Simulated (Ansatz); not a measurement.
The starting structures come from a database of crystals and need not be the phases stable at ambient conditions.

Tunnelling through a barrier is set by its complex band structure: the current falls as exp(−2κd) with the smallest κ.

Data:

```xyz
14
Lattice="7.2676 0.0000 0.0000 0.0000 10.2780 0.0000 3.6338 5.1390 3.6338" Properties=species:S:1:pos:R:3 pbc="T T T"
Al     7.2676     8.9932     1.8169
Al     1.8169     1.2847     0.0000
Al     3.6338     3.8542     1.8169
Al     5.4507     1.2847     0.0000
Cd     3.6338     7.7085     0.0000
Cd     0.0000     5.1390     0.0000
S      7.2676     6.5724     2.0272
S      5.2404    14.2809     3.6338
S      3.6338    11.7114     1.6066
S      9.2948    14.2809     3.6338
S      2.0272     3.7055     0.0000
S      7.2676    11.4140     1.6066
S      5.2404     3.7055     0.0000
S      3.6338     6.2750     2.0272
```

Space group of this cell: Fd-3m, spinel. The cell is taken as given; by r2SCAN its mean pressure is 0.6 GPa.

Transport runs along the normal of the first two printed cell vectors, the (110) plane of the conventional cell.

The gap is the functional's own, uncorrected, and κ follows it; spin-orbit coupling is left out. Mid-gap values are interpolated between the computed energies.

Give the band gap and the smallest decay constant κ at mid-gap that r2SCAN (Ansatz, a quantum-chemistry and plane-wave program) yields.

Gap 3.02 eV on a 8×8×8 mesh; κ = 0.188 1/Å, at the zone centre.
